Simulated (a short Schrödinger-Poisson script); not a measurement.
System: gated Al0.2Ga0.8N/GaN polarisation-induced gas, at 300 K.

| layer | material | thickness (nm) | Na (cm⁻³) |
|---|---|---|---|
| 1 | Al0.2Ga0.8N | 10 | - |
| 2 | GaN | 6000 | 3e14 |

The device is made up for the run: typed textbook-type constants, with dimensions and the other settings drawn at random. Al0.2Ga0.8N: permittivity 9.38, conduction-band edge (eV) 0.262, gap (eV) 3.804, electron mass (mₑ) 0.224, Nv at 300 K (cm⁻³) 4.6e19. GaN: permittivity 9.5, conduction-band edge (eV) 0, gap (eV) 3.43, Nv at 300 K (cm⁻³) 4.6e19.

Channel valleys (confinement mass, in-plane density-of-states mass, number): Γ 0.2, 0.2, 1. At the gate the conduction-band edge of layer 1 lies 1.1 eV − eVg above the Fermi level of the channel; the field vanishes at the back. Sheet of polarisation charge: +9.4e12 e/cm² at 10 nm from the gate. The barrier under the gate holds no holes. Gaps are held at their typed values at every temperature. Mesh 0.08 nm at interfaces.

From a short Schrödinger-Poisson script (our own, NumPy): 1D Poisson equation in equilibrium, electrons quantum, Hartree (BenDaniel-Duke, 40 states a valley, the channel's in-plane mass for all, wave functions free to enter the barrier), parabolic valleys, classical holes, full ionisation, no traps, pinning or gate leakage.

The same stack at other levels of the model or other numerical settings:

```json
[
 {"run": "base", "sheet density of all electrons at Vg = 0.5 V (cm⁻²)": "6.35e12", "sheet density of all electrons at Vg = -0.5 V (cm⁻²)": "1.86e12", "capacitance at Vg = 0.5 V (μF/cm²)": "0.758", "centroid of the channel electrons at Vg = 0.5 V (nm)": "2.79", "rough cost against the base": "about 1"},
 {"run": "electrons treated as classical, Boltzmann", "sheet density of all electrons at Vg = 0.5 V (cm⁻²)": "?", "sheet density of all electrons at Vg = -0.5 V (cm⁻²)": "2.08e12", "capacitance at Vg = 0.5 V (μF/cm²)": "?", "centroid of the channel electrons at Vg = 0.5 V (nm)": "1.45", "rough cost against the base": "0.02"},
 {"run": "electrons treated as classical, Fermi-Dirac", "sheet density of all electrons at Vg = 0.5 V (cm⁻²)": "6.40e12", "sheet density of all electrons at Vg = -0.5 V (cm⁻²)": "1.98e12", "capacitance at Vg = 0.5 V (μF/cm²)": "0.728", "centroid of the channel electrons at Vg = 0.5 V (nm)": "2.39", "rough cost against the base": "0.1"},
 {"run": "electrons treated as quantum, Hartree plus LDA exchange-correlation", "sheet density of all electrons at Vg = 0.5 V (cm⁻²)": "6.53e12", "sheet density of all electrons at Vg = -0.5 V (cm⁻²)": "1.96e12", "capacitance at Vg = 0.5 V (μF/cm²)": "0.765", "centroid of the channel electrons at Vg = 0.5 V (nm)": "2.49", "rough cost against the base": "2"},
 {"run": "mesh six times as coarse", "sheet density of all electrons at Vg = 0.5 V (cm⁻²)": "6.35e12", "sheet density of all electrons at Vg = -0.5 V (cm⁻²)": "1.86e12", "capacitance at Vg = 0.5 V (μF/cm²)": "0.758", "centroid of the channel electrons at Vg = 0.5 V (nm)": "2.71", "rough cost against the base": "0.3"},
 {"run": "one subband a valley", "sheet density of all electrons at Vg = 0.5 V (cm⁻²)": "6.31e12", "sheet density of all electrons at Vg = -0.5 V (cm⁻²)": "?", "capacitance at Vg = 0.5 V (μF/cm²)": "0.752", "centroid of the channel electrons at Vg = 0.5 V (nm)": "1.82", "rough cost against the base": "0.5"}
]
```

Q: Complete the blanks.

A: 
- electrons treated as classical, Boltzmann, sheet density of all electrons at Vg = 0.5 V (cm⁻²): 6.93e12
- electrons treated as classical, Boltzmann, capacitance at Vg = 0.5 V (μF/cm²): 0.797
- one subband a valley, sheet density of all electrons at Vg = -0.5 V (cm⁻²): 1.83e12

The classical rows ignore confinement, and Boltzmann statistics overrate the density once the band edge passes the Fermi level.
